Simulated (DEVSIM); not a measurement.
System: Au/Al2O3/SiO2/n-Si capacitor, at 300 K.

Layer 1 from the left is Al2O3, thickness (nm) 9.30. Layer 2 from the left is SiO2, thickness (nm) 1.30. Layer 3 from the left is Si, thickness (nm) 4900, Nd (cm⁻³) 1.4e16.

Metal gate on the left, work function 5.1 eV. Fixed charge at the semiconductor interface 0 cm⁻² (in units of +e); no interface traps.

The device is made up for the run: typed textbook-type constants, with dimensions and the other settings drawn at random. Values at 300 K.

Al2O3: gap (eV) 6.8, affinity (eV) 1.35, permittivity 9. SiO2: gap (eV) 9, affinity (eV) 0.9, permittivity 3.9. Si: gap (eV) 1.124, affinity (eV) 4.05, permittivity 11.7, Nc (cm⁻³) 2.86e19, Nv (cm⁻³) 3.1e19.

Simulated with DEVSIM: 1D Poisson equation in equilibrium, Boltzmann statistics, complete ionisation; no quantum confinement or tunnelling. Metal contacts follow the ideal Schottky-Mott rule: no Fermi-level pinning, no interface dipoles.

### Question
What does the simulation give for the minimum of the low-frequency capacitance, the threshold voltage (band bending 2φF)?

### Answer
minimum of the low-frequency capacitance 0.0431 μF/cm²; threshold voltage (band bending 2φF) 0.04 V.
